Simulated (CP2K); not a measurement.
Worked example: self-consistent single point of Al₂Cu (I4/mcm, 6 atoms in the cell) in CP2K.

Method: PBE, GPW, DZVP-MOLOPT-SR-GTH basis, GTH-PBE potentials (GTH_POTENTIALS) run with CP2K.

The change in words: lattice scaled by 0.98. Reference geometry:
```xyz
6
Lattice="4.7638 0.0000 0.0000 -2.4634 4.0775 0.0000 -1.1502 -2.0387 4.1491" Properties=species:S:1:pos:R:3 pbc="T T T"
Al     1.8107     1.6661     2.0745
Al    -0.6605     0.3726     2.0745
Al     1.8068    -1.0194     3.3907
Al    -0.6566     3.0581     0.7584
Cu     0.5751     1.0194     0.0000
Cu     1.7253     3.0581     0.0000
```

Reference input (self-consistent single point, DFT PBE, GPW, DZVP-MOLOPT-SR-GTH basis, GTH-PBE potentials (GTH_POTENTIALS)): CUTOFF = 600 Ry; REL_CUTOFF = 50 Ry; SMEAR/METHOD = GAUSSIAN; SIGMA = 0.2 eV; KPOINTS/SCHEME = MONKHORST-PACK 7 7 7; XC_FUNCTIONAL = PBE; Al/BASIS_SET = DZVP-MOLOPT-SR-GTH; Al/POTENTIAL = GTH-PBE-q3; Cu/BASIS_SET = DZVP-MOLOPT-SR-GTH; Cu/POTENTIAL = GTH-PBE-q11; METHOD = GPW; EPS_DEFAULT = 1e-10. This run's input differs from it in these lines:

```diff
@@ -63,4 +63,4 @@
     &CELL
-      ABC 4.76382700 4.76382716 4.76382771
-      ALPHA_BETA_GAMMA 103.97194001 103.97194795 121.13836078
+      ABC 4.66855200 4.66855170 4.66855154
+      ALPHA_BETA_GAMMA 103.97194671 103.97194957 121.13835443
       PERIODIC XYZ
```

Log, with long lists cut:

```
 SCF WAVEFUNCTION OPTIMIZATION

  Step     Update method      Time    Convergence         Total energy    Change
     1 NoMix/Diag. 0.20E+00      -     1.02835748      -105.3315980779 -1.05E+02
     2 Broy./Diag. 0.20E+00      -     0.15601634      -110.2496657561 -4.92E+00
     3 Broy./Diag. 0.20E+00      -     0.05842043      -106.3723163050  3.88E+00
     4 Broy./Diag. 0.20E+00      -     0.03546515      -105.0091527397  1.36E+00
     5 Broy./Diag. 0.20E+00      -     0.00656505      -104.2947887959  7.14E-01
     6 Broy./Diag. 0.20E+00      -     0.00887674      -104.3236205387 -2.88E-02
   [... 5 lines left out ...]
    12 Broy./Diag. 0.20E+00      -     0.00004711      -104.5364696414 -1.16E-04
    13 Broy./Diag. 0.20E+00      -     0.00000912      -104.5358081524  6.61E-04
    14 Broy./Diag. 0.20E+00      -     0.00000790      -104.5356156919  1.92E-04
    15 Broy./Diag. 0.20E+00      -     0.00000072      -104.5355792184  3.65E-05
  *** SCF run converged in    15 steps ***

  Overlap energy of the core charge distribution:               0.00000041125350
  Self energy of the core charge distribution:               -151.37312977451123
  Core Hamiltonian energy:                                     48.73709612611412
  Hartree energy:                                              17.08102841627923
  Exchange-correlation energy:                                -18.97945499980267
  Smearing free energy correction:                             -0.00111939960973
  Fermi energy:                                                 0.32305601710384

  Total energy:                                              -104.53557921843642
  Total energy (extrapolated to sigma->0):                   -104.53501951863156

   [... lines left out ...]

 STRESS| Analytical stress tensor [bar]
 STRESS|                        x                   y                   z
 STRESS|      x        2.43064430432E+05   1.71527411043E+04  -5.87055467930E-01
 STRESS|      y        1.71527411043E+04   2.63789139980E+05  -1.30164628270E+00
 STRESS|      z       -5.87055467930E-01  -1.30164628270E+00   2.33382480904E+05
 STRESS| 1/3 Trace                                             2.46745350439E+05
```

The run converged in 15 iterations. Against the reference run the free energy goes up by 94.1 meV/atom, the pressure goes from 14.03 to 24.67 GPa and the largest force goes from 0.172 to 0.243 eV/Å.

The starting cell comes from a database of computed structures (which also holds hypothetical and non-ambient phases and stackings), without a prior relaxation at this level. Its lattice was rescaled by a random factor within 2.5 % of one. For this run, on top of that: lattice scaled by 0.98. Spin polarisation is off. Values carry the incompleteness of an atom-centred basis. With a pressure of about 25 GPa the cell is away from its equilibrium volume at this level.

Cost on one core of a shared machine: roughly 80 s.
